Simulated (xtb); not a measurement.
xtb 6.7.1, GFN2-xTB: Fc1cc(F)c(F)c(-c2ccc(-c3c4ccccc4cc4ccccc34)o2)c1F, 41 atoms. The geometry is a generated start, not checked to be a minimum at this level.

| Property | Value |
|---|---|
| method | GFN2-xTB |
| --acc | 1 (default) |
| --etemp (K) | 300 (default) |
| detailed input (--input) | none: ANC optimiser, Lindh (1995) Hessian, microcycle=20, maxdispl=1.0, hlow=0.01 (default) |
| basis functions | 128 |
| valence electrons | 142 |

The structure is relaxed from this start with --opt LEVEL for the levels crude, sloppy, loose, lax, normal, tight, vtight, extreme, once each. Up to the end of the extreme run atoms move by at most 0.92 Å along an axis.

Problem. Choose the cheapest level whose final energy lies within 20 meV of that of extreme.

Solution. lax: 22 cycles against 64, ending 13 meV above.

```tsv
level	cycles	energy above the extreme run (meV)	gradient norm (eV/Å)
crude	4	51	0.29
sloppy	6	43	0.19
loose	12	27	0.12
lax	22	13	0.024
normal	44	0.36	0.015
tight	48	0.21	0.0050
vtight	58	under 0.01	0.0013
extreme	64	—	0.00052
```
